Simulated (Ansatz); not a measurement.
Functionals compared on a constructed model of the (100) surface of fcc Pt, a pseudomorphic layer of Mn in the host's stacking (bottom of the slab: a bare face, its two planes held), in Ansatz (plane waves, PAW). The structure was relaxed with PBE; the other rows are single points on it. Cutoff 420 eV.

Model: 7-atom slab, 12.0 Å thick at the start, 13x13x1 mesh, Fermi-Dirac 0.1 eV, dipole correction, 2 atoms held, the rest relaxed; held to the start's symmetry, so lower structures may exist; spin-polarised, ending with about 4.7 μB a cell; orders that need a larger cell were not tried, no spin-orbit, no U. It is one candidate, not shown to be the stable structure of the face. These notes are the PBE run's. RPBE: The program's check for a lower electronic state was not made.

```tsv
functional	work function of the top face (eV)	magnetic moment of the cell (μB)	rough cost of the single point
PBE	3.77	4.72	–
RPBE	[?]	4.78	very roughly 100 core-seconds
```

What belongs in the gaps?


- RPBE, work function of the top face (eV): 3.62

Ansatz is an electronic-structure program.
